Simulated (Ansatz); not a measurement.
hcp Hf (1 0 0) on wurtzite AlN (1 0 0) (film strained to the substrate, started from cuts of the bulks and a machine-learned relaxation; slabs Al10N10 and Hf8, which can lie off the formulas)

A periodic stack without vacuum, hcp Hf (1 0 0) on wurtzite AlN (1 0 0) (film strained to the substrate, started from cuts of the bulks and a machine-learned relaxation; slabs Al10N10 and Hf8, which can lie off the formulas): substrate slab Al10N10, film Hf8, surface cells [[0, 1], [-1, 0]] and [[0, 1], [-1, 0]], film strained by -2.3 and -1.0 %, outermost planes AlN/AlN and Hf/Hf as cut, which need not be the usual terminations and can put a slab off its formula.

The start was prepared with a machine-learned potential, and the result is one local minimum, with the in-plane cell held and forces under 0.04 eV/Å; the film can end far from its bulk form.

These are PBE (plane waves to 420 eV, PAW; Ansatz, an electronic-structure program) values and carry that method's errors. Scalar-relativistic, without spin–orbit coupling; the runs are not spin-polarised; PBE gaps are too small against experiment. Its k-point mesh 6×10×1, Fermi–Dirac width 0.05 eV.

The interface area comes out as 15.7 Å² and the period is 25.08 Å. The heights between the nearest atoms of the two slabs at the two interfaces comes out as 1.92 and 1.92 Å and the Al–Hf contacts across the interfaces within 1.22 times the sum of covalent radii comes out as 12, mean 3.27 Å. The Hf–N contacts across the interfaces within 1.22 times the sum of covalent radii is 2, mean 2.07 Å and the hole barrier (PBE) is 2.08 eV. The electron barrier (PBE) is 1.95 eV.

```xyz
28
Lattice="5.0174 0.0002 -0.2390 -0.0016 3.1306 0.0138 1.1945 1.4722 25.0564" Properties=species:S:1:pos:R:3 pbc="T T T"
Al     2.0247     1.5946     1.5777
Al     4.4202     3.1646     0.4680
N      3.9209     1.5948     1.4570
N      1.3588     3.1634     0.7510
Al     2.1576     3.1487     4.2795
Al     4.6243     1.5876     3.2325
N      4.0698     3.1486     4.1725
N      1.5184     1.5872     3.4053
Al     2.2869     1.5713     6.9774
Al     4.7513     3.1408     5.9510
N      4.1994     1.5712     6.8738
N      1.6477     3.1403     6.1114
Al     2.4163     3.1242     9.6959
Al     4.8809     1.5631     8.6489
N      4.3254     3.1242     9.5799
N      1.7772     1.5627     8.8126
Al     2.4780     1.5467    12.4671
Al     5.0030     3.1164    11.3512
N      4.4209     1.5471    12.2371
N      1.8848     3.1159    11.5302
Hf     2.3175     3.1014    15.3742
Hf     4.7758     1.5402    14.2766
Hf     2.4602     4.6573    18.1509
Hf     4.9248     3.0967    17.0857
Hf     2.5942     3.0817    20.9324
Hf     5.0591     1.5209    19.8670
Hf     2.7120     4.6398    23.7432
Hf     5.1799     3.0787    22.6449
```
